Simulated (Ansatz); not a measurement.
Base system: BaO in the rock salt structure (space group Fm-3m, No. 225; a = 5.490 Å).

Level of theory: plane-wave PAW DFT at the PBEsol level (Ansatz, a quantum-chemistry and plane-wave program, 420 eV), no SOC.

Base values:

The band gap comes out as 1.84 eV and the gap character is direct at X. The electron mass is 1.2 mₑ along k, 0.38 mₑ across (at X).

It is then changed as follows: every Ba is replaced by Ca, then cell and atoms are relaxed.

Tabulated Pauling electronegativity and covalent radius: Ba 0.89, 2.15 Å; Ca 1.00, 1.76 Å.

**Question.** How does this affect the hole mass, band gap, gap character and electron mass?

**Answer.** The hole mass (degenerate bands, along [100]) comes out as 0.34, 2.8, 2.8 mₑ (at Γ); the band gap rises by 1.706 eV, from 1.84 eV to 3.54 eV; the gap character becomes indirect, Γ → X (base: direct at X); the electron mass becomes 1.4 mₑ along k, 0.42 mₑ across (at X) (base: 1.2 mₑ along k, 0.38 mₑ across (at X)).

Effective masses come from finite differences of ±0.01 Å⁻¹. Along k means along the line from Γ to the band edge. No phonon test of stability was made.
